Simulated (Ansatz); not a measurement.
InAs, response to strain

Base system: InAs in the zinc blende structure (space group F-43m, No. 216; a = 6.110 Å).

Strains are applied to the cell and any free atomic positions relax.

Computed with Kohn–Sham DFT with the r2SCAN functional, run in Ansatz (a quantum-chemistry and plane-wave program) with PAW and 500 eV plane waves, no spin-orbit coupling.

Notes on the quantities. energy relative to the base: free energy F.

| variant | energy relative to the base | shortest interatomic distance | pressure |
|---|---|---|---|
| base | 0 meV/atom | 2.646 Å | 0.0 GPa |
| isotropic strain +0.50 % | +1.1 meV/atom | 2.659 Å | -0.8 GPa |
| isotropic strain +1.00 % | +4.4 meV/atom | 2.672 Å | -1.6 GPa |
| isotropic strain +1.50 % | +9.8 meV/atom | 2.685 Å | -2.3 GPa |
| isotropic strain +2.00 % | +17 meV/atom | 2.698 Å | -3.0 GPa |
| isotropic strain +2.50 % | +26 meV/atom | 2.712 Å | -3.6 GPa |
| isotropic strain +3.00 % | +37 meV/atom | 2.725 Å | -4.1 GPa |

The mesh was chosen for an insulator and is coarse for the gapless case. Stability against distortions was not tested. All final runs are without spin polarisation.
